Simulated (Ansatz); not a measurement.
The starting structures come from a database of crystals and need not be the phases stable at ambient conditions.

By PBEsol, the system below comes out a metal.

Crystal: YSe (Fm-3m, rock salt, not sure to be the ambient phase, 2 atoms a cell, 23.8 Å³ an atom, -3 GPa at this level); planes in its conventional cell.

Calculation: PBEsol (plane waves, PAW; Ansatz, a quantum-chemistry and plane-wave program).

Ballistic conductance counts the channels of both spins, as a mean over 0.1 eV about the Fermi level; spin-orbit coupling is left out.

| plane | area (Å²) | G/A (10¹⁵ S/m²) |
|---|---|---|
| (001) | 16.6 | 0.64 |
| (110) | 23.4 | (withheld) |
| (111) | 14.4 | (withheld) |

Some entries are withheld; supply them.


- (110), G/A (10¹⁵ S/m²): 0.71
- (111), G/A (10¹⁵ S/m²): 0.74
